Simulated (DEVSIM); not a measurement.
Structure: Al/SiON/p-Ge capacitor, at 300 K.

Layer 1 from the left is SiON, thickness (nm) 7.60. Layer 2 from the left is Ge, thickness (nm) 4600, Na (cm⁻³) 8.5e15.

Metal gate on the left, work function 4.1 eV. Fixed charge at the semiconductor interface 0 cm⁻² (in units of +e); no interface traps.

Constants are typed, rounded textbook-type inputs, not results; the design itself was drawn at random and stands for no fabricated device. Values at 300 K.

SiON: gap (eV) 7, affinity (eV) 1.4, permittivity 5.5. Ge: gap (eV) 0.664, affinity (eV) 4, permittivity 16, Nc (cm⁻³) 1.04e19, Nv (cm⁻³) 6e18.

DEVSIM, 1D Poisson equation in equilibrium, Boltzmann statistics, complete ionisation; no quantum confinement or tunnelling. Metal contacts follow the ideal Schottky-Mott rule: no Fermi-level pinning, no interface dipoles.

**Question.** What does the simulation give for the flat-band voltage, the threshold voltage (band bending 2φF), the minimum of the low-frequency capacitance?

**Answer.** flat-band voltage -0.39 V; threshold voltage (band bending 2φF) -0.03 V; minimum of the low-frequency capacitance 0.0643 μF/cm².
